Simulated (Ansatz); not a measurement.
Response to strain in SnO

The reference is SnO (space group P4/nmm, No. 129; a = 3.837 Å, c = 4.759 Å; layered, stacked along the Cartesian z axis). Axes: x, y, z lie along a, b, c of the conventional cell.

Strains are applied to the cell and any free atomic positions relax.

All numbers come from PBE-D3(BJ) (Ansatz, an electronic-structure program, PAW, without spin-orbit coupling).

Notes on the quantities. energy relative to the base: free energy F; pressure: mean of the normal stresses, compression positive.

```
variant                         energy relative to the base  pressure  shortest interatomic distance
------------------------------  ---------------------------  --------  -----------------------------
base                                             0 meV/atom   0.0 GPa                        2.241 Å
uniaxial strain ε_zz = −3.00 %                            ?         ?                        2.238 Å
uniaxial strain ε_zz = −2.40 %                +1.4 meV/atom   0.6 GPa                        2.238 Å
uniaxial strain ε_zz = −1.80 %                            ?   0.5 GPa                        2.239 Å
uniaxial strain ε_zz = −1.20 %                +0.3 meV/atom         ?                        2.240 Å
uniaxial strain ε_zz = −0.60 %                +0.1 meV/atom   0.1 GPa                        2.240 Å
```

Problem. Fill in the withheld entries from the trend.

Solution. 
- uniaxial strain ε_zz = −3.00 %, energy relative to the base: +2.2 meV/atom
- uniaxial strain ε_zz = −3.00 %, pressure: 0.8 GPa
- uniaxial strain ε_zz = −1.80 %, energy relative to the base: +0.8 meV/atom
- uniaxial strain ε_zz = −1.20 %, pressure: 0.3 GPa

No phonon test of stability was made. All final runs are without spin polarisation.
